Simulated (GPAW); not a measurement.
Worked example: self-consistent single point of Na3Cd (Fm-3m, 4 atoms in the cell) in GPAW.

Computed with LDA (Perdew-Wang 92), GPAW PAW datasets LDA (gpaw-data 1.0.1) (plane waves; GPAW 25.7.0).

```
Na3Cd
1.0
    0.00000     3.87624     3.87624
    3.87624     0.00000     3.87624
    3.87624     3.87624     0.00000
Na Cd
3 1
Direct
  0.25000   0.25000   0.25000
  0.75000   0.75000   0.75000
  0.50000   0.50000   0.50000
  0.00000   0.00000   0.00000
```

Reference input (self-consistent single point, DFT LDA (Perdew-Wang 92), plane waves, GPAW PAW datasets LDA (gpaw-data 1.0.1)): mode = pw; ecut = 800 eV; xc = LDA; kpts = 10 10 10; mesh shift (steps) = 0 0 0; occupations.name = fermi-dirac; occupations.width = 0.1 eV; nbands = -12; symmetry.symmorphic = false; symmetry.tolerance = 0.0005; maxiter = 100. This run's input differs from it in these lines:

```diff
@@ -16,3 +16,3 @@
             xc='LDA',
-            kpts={'size': (10, 10, 10), 'gamma': True},
+            kpts=(5, 5, 5),
             occupations=FermiDirac(0.1),
```

Log, with long lists cut:

```
     iter     time        total  log10-change:
                         energy   eigst   dens
iter:   1 --:--:--    -6.401999
iter:   2 --:--:--    -6.352502   -1.80  -1.57
iter:   3 --:--:--    -6.295025   -1.43  -1.59
iter:   4 --:--:--    -6.296800   -3.31  -2.10
iter:   5 --:--:--    -6.164404   -2.22  -2.12
iter:   6 --:--:--    -6.156729   -4.06  -2.88
iter:   7 --:--:--    -6.156859c  -5.77  -3.11
iter:   8 --:--:--    -6.156134c  -4.27  -3.10
iter:   9 --:--:--    -6.155957c  -5.23  -3.51
iter:  10 --:--:--    -6.155952c  -6.83  -3.69
iter:  11 --:--:--    -6.155969c  -6.29  -3.79
iter:  12 --:--:--    -6.156003c  -6.22  -3.81
iter:  13 --:--:--    -6.155970c  -5.37  -3.78
iter:  14 --:--:--    -6.155950c  -6.52  -4.26c
iter:  15 --:--:--    -6.155947c  -7.00  -4.39c
iter:  16 --:--:--    -6.155951c  -6.87  -4.42c
iter:  17 --:--:--    -6.155950c  -9.13c -5.07c
Converged after 17 iterations.

Dipole moment: (-0.000000, -0.000000, -0.000000) |e|*Ang

Energy contributions relative to reference atoms: (reference = -165232.092285)

Kinetic:         +5.762192
Potential:       -4.136553
External:        +0.000000
XC:              -7.731409
Entropy (-ST):   -0.069770
Local:           -0.015295
SIC:             +0.000000
--------------------------
Free energy:     -6.190835
Extrapolated:    -6.155950

Showing only first 2 kpts
 Kpt  Band  Eigenvalues  Occupancy
  0    14     -3.39412    2.00000
  0    15      3.57019    0.00000
  0    16      3.57019    0.00000
  0    17      3.57019    0.00000

  1    14     -3.02409    2.00000
  1    15      1.90671    0.07546
  1    16      2.68346    0.00003
  1    17      2.68346    0.00003

Fermi level: 1.58283

No gap
No difference between direct/indirect transitions
Energy (eV): -6.15595

Forces in eV/Ang:
  0 Na    0.00000    0.00000    0.00000
  1 Na    0.00000    0.00000    0.00000
  2 Na   -0.00000   -0.00000    0.00000
  3 Cd    0.00000    0.00000    0.00000

Stress tensor:
     0.008182    -0.000000    -0.000000
    -0.000000     0.008182     0.000000
    -0.000000     0.000000     0.008182
Stress (GPa, Voigt): [ 1.3109  1.3109  1.3109  0.     -0.     -0.    ]
```

The run converged in 17 iterations. GPAW prints stress with tension positive. Against the reference run the free energy goes up by 2.1 meV/atom and the pressure hardly changes (-1.30 to -1.31 GPa).

The starting cell comes from a database of computed structures (which also holds hypothetical and non-ambient phases and stackings), without a prior relaxation at this level.

Cost on one core of a shared machine: roughly 30 s.
